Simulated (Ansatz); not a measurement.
Ge on the Al site (broken-bond start) in wurtzite AlN (start: the Al site; started 0.95 Å off site, one bond broken; 96-site cell, 2×2×2 shifted sampling). All values below come from PBE, PAW (plane waves to 420 eV; Ansatz, a program for electronic structure). Total energies of the localised charge states, counted from that of charge +1, and their image corrections (point charge with alignment); the host's valence-band maximum lies at 6.942 eV on the cells' energy zero and its gap is 4.03 eV.

```tsv
charge	moment (μB)	E − E(first) (eV)	correction (eV)
+1	not spin-polarised	0.000	0.318
0	1.0	11.213	0.000
−1	not spin-polarised	21.357	0.073
```

Q: Derive the transition levels above the valence-band maximum and say which of them are thermodynamic.

A: A level is the Fermi energy at which two charges have equal formation energy: ε(q/q′) = [E(q′) + corr(q′) − E(q) − corr(q)] / (q − q′) − E_VBM.
ε(+1/0) = [(11.213 + 0.000) − (0.000 + 0.318)] / 1 − 6.942 = 3.95 eV
ε(0/−1) = [(21.357 + 0.073) − (11.213 + 0.000)] / 1 − 6.942 = 3.27 eV
Charge 0 lies above the lower envelope where its neighbours cross, so the level that counts is ε(+1/−1) = [(21.357 + 0.073) − (0.000 + 0.318)] / 2 − 6.942 = 3.61 eV.
Thermodynamic levels at least 0.1 eV inside the gap: (+1/−1) at 3.61 eV. They hold to tenths of an eV in this cell. Only the charges listed were compared. The geometries come from one start. Flagged in the runs: a host whose relaxation on this sampling wasn't shown to rest, a strain field that reaches the edge of the cell.
